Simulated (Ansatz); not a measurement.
Worked example: self-consistent single point of the (001) slab of NiO (cut from a parent of space group no. 225; 8 atoms in the cell) in Ansatz (an electronic-structure program).

Method: LDA (PW92)+U, harder PAW files (source: ansatz) made with PBE (plane waves; Ansatz).

The change in words: opposed starting moments (2 -2 -2 2 0 0 0 0 μB). Reference geometry:
```
CELL_PARAMETERS angstrom
      2.97765     0.00000     0.00000
     -2.97765     2.97765     0.00000
      0.00000     0.00000    22.27950
ATOMIC_POSITIONS crystal
  Ni 0.00000 0.00000 0.45302
  Ni 0.00000 0.50000 0.35907
  Ni 0.00000 0.00000 0.64093
  Ni 0.00000 0.50000 0.54697
  O  0.00000 0.50000 0.45302
  O  0.00000 0.00000 0.35907
  O  0.00000 0.50000 0.64093
  O  0.00000 0.00000 0.54697
```
Moments meant for the start (each program seeds them in its own way; μB, in the order of the atoms Ni Ni Ni Ni O O O O): 2.0 2.0 2.0 2.0 0.0 0.0 0.0 0.0.

Reference input (self-consistent single point, DFT, LDA (PW92)+U, plane waves, harder PAW files (source: ansatz) made with PBE): basis.ecutwfc = 68.4 Ry; kpoints.mp_grid.grid = 10 10 1; hamiltonian.xc = lda; hamiltonian.pseudopotentials = {kind: paw, source: ansatz}; hamiltonian.hubbard.sites = [{species: Ni, l: d, u_eff: 6.2}] eV; magnetization.spin_polarized = true; scf.occupations.method = methfessel_paxton; scf.occupations.width = 0.01 Ry. This run's input differs from it in these lines:

```diff
@@ -8,4 +8,4 @@
     - { symbol: Ni, position: [0.000000, 0.000000, 0.453022], spin: 2.0 }
-    - { symbol: Ni, position: [0.000000, 0.500000, 0.359074], spin: 2.0 }
-    - { symbol: Ni, position: [0.000000, 0.000000, 0.640926], spin: 2.0 }
+    - { symbol: Ni, position: [0.000000, 0.500000, 0.359074], spin: -2.0 }
+    - { symbol: Ni, position: [0.000000, 0.000000, 0.640926], spin: -2.0 }
     - { symbol: Ni, position: [0.000000, 0.500000, 0.546974], spin: 2.0 }
```

Output, abridged:

```
SCF iter   1: F=—  HF=-25293.837110 eV  |F-HF|=—  |Δ(HF+E_count)|=         —  Δρ=5.54e-2 (↑4.46e-2 ↓5.54e-2)  dr2=1.29e1  dr2_m=1.65e0  M=-0.932 μB ∫|m|=7.218 μB  β_m=0.30  ethr=3.10e-3  ⟨swp⟩=6.7  Hψ=11210  notcnv=0  defer=152
all-band conjugate gradients solve this SCF's bands
preconditioner: auto → none
   [... lines left out ...]
SCF iter  30: F=-25301.509446 eV  HF=-25301.509446 eV  |F-HF|=1.49e-8  |Δ(HF+E_count)|=   3.02e-9  S|Δr|=    0.00e0  Δρ=1.57e-6 (↑1.45e-6 ↓1.57e-6)  dr2=1.52e-8  dr2_m=2.42e-10  M=-0.000 μB ∫|m|=7.509 μB  β_m=1.00  ethr=3.65e-12 (applied; sched [...]
SCF iter  31: F=-25301.509446 eV  HF=-25301.509446 eV  |F-HF|=7.28e-11  |Δ(HF+E_count)|=   3.24e-9  S|Δr|=    0.00e0  Δρ=1.42e-7 (↑1.42e-7 ↓1.15e-7)  dr2=8.71e-11  dr2_m=7.57e-12  M=-0.000 μB ∫|m|=7.509 μB  ethr=3.47e-12 (applied; sched 1.30e-12)  [...]
SCF 1 converged in 31 iterations: F = -25301.509446 eV  dr2 = 8.71e-11
Stability not checked (fill_not_monotonic)
an eigenvalue changed by more than its tolerance at an iteration that met the thresholds in force, so the SCF went on 3 times, its first undamped step at …
Magnetization: -0.0000 μB (48.0000 up, 48.0000 down)
Absolute magnetization: 7.5167 μB (∫|ρ↑−ρ↓|, with the PAW one-centre terms)
Spin contamination: 3.9424 ħ² per cell (⟨S²⟩ above its minimum at these occupations)
   [... lines left out ...]
Free energy (F): -25301.509446 eV
Fermi energy:    2.647036 eV
   [... lines left out ...]
--- Stress (GPa, compression-positive) ---
       -7.116122       0.000000       0.000000
        0.000000      -7.116122       0.000000
        0.000000       0.000000      -3.757294
  P = ⅓ Tr σ = -5.9965 GPa (-59.965 kbar)
  The stress holds the Pulay correction. Without it, at fixed plane waves, as pw.x and ABINIT print it: P = -6.0202 GPa
Occupation matrices written to occupation_matrices
```

The run converged in 31 iterations. 

The starting cell comes from a database of computed structures (which also holds hypothetical and non-ambient phases and stackings), without a prior relaxation at this level. The slab is cut from that crystal, and its faces are unrelaxed. Its lattice was rescaled in the plane by a random factor within 2.5 % of one. The magnetic order is the one reached from the typed start; others were not searched systematically. With U or open f shells several self-consistent states can exist.

These are the values that this program gave, and no reference: magnets with a U can end in a higher state.

Cost on one core of a shared machine: roughly 4 min.

Keys are those of Ansatz 0.2.
